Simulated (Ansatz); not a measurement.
## How a calculation on K2BaCdSb2 (Pmc2_1, 12 atoms in the cell) responds to its settings

```yaml
crystal:
  lattice:
    - [5.12340, 0.00000, 0.00000]
    - [0.00000, 10.04134, 0.00000]
    - [0.00000, 0.00000, 8.67962]
  atoms:
    - { symbol: K, position: [0.50000, 0.57770, 0.02021] }
    - { symbol: K, position: [0.50000, 0.42230, 0.52021] }
    - { symbol: K, position: [0.00000, 0.66061, 0.34492] }
    - { symbol: K, position: [0.00000, 0.33939, 0.84492] }
    - { symbol: Ba, position: [0.00000, 0.95014, 0.99901] }
    - { symbol: Ba, position: [0.00000, 0.04986, 0.49901] }
    - { symbol: Cd, position: [0.50000, 0.17705, 0.15400] }
    - { symbol: Cd, position: [0.50000, 0.82295, 0.65400] }
    - { symbol: Sb, position: [0.00000, 0.31930, 0.23907] }
    - { symbol: Sb, position: [0.00000, 0.68070, 0.73907] }
    - { symbol: Sb, position: [0.50000, 0.88669, 0.28839] }
    - { symbol: Sb, position: [0.50000, 0.11331, 0.78839] }
```

Base run A: PBEsol, default PAW files made with PBE in Ansatz (a program for electronic structure), self-consistent single point.

Its settings: kpoints.mp_grid.grid = 3 2 2; hamiltonian.xc = pbesol; hamiltonian.pseudopotentials = {kind: paw} (the program's default PAW files); scf.occupations.method = methfessel_paxton; scf.occupations.width = 0.05 eV.

The starting cell comes from a database of computed structures (which also holds hypothetical and non-ambient phases and stackings), without a prior relaxation at this level. Its lattice was rescaled by a random factor within 2.5 % of one. Ansatz's pressure includes its estimate of the finite-basis (Pulay) stress. A gap is left out here, as mesh or smearing make it unsure.

Run A gave: pressure (GPa) -1.82; largest force (eV/Å) 0.193.

Runs:
- B: magnetization.noncollinear: default → true; magnetization.spin_orbit: default → true [PBEsol with spin-orbit coupling]
- C: hamiltonian.pseudopotentials: {kind: paw} (the program's default PAW files) → {kind: paw_fr}; magnetization.noncollinear: default → true; magnetization.spin_orbit: default → false
- D: hamiltonian.xc: pbesol → lda; magnetization.noncollinear: default → true; magnetization.spin_orbit: default → true [LDA (PW92) with spin-orbit coupling]

Question: What does run D change against A?

Answer: The pressure goes from -1.82 to -2.88 GPa and the largest force goes from 0.193 to 0.233 eV/Å.

```
run  pressure (GPa)  largest force (eV/Å)
---  --------------  --------------------
A             -1.82                 0.193
B             -1.76                 0.195
C             -1.82                 0.193
D             -2.88                 0.233
```

Keys are those of Ansatz 0.2.
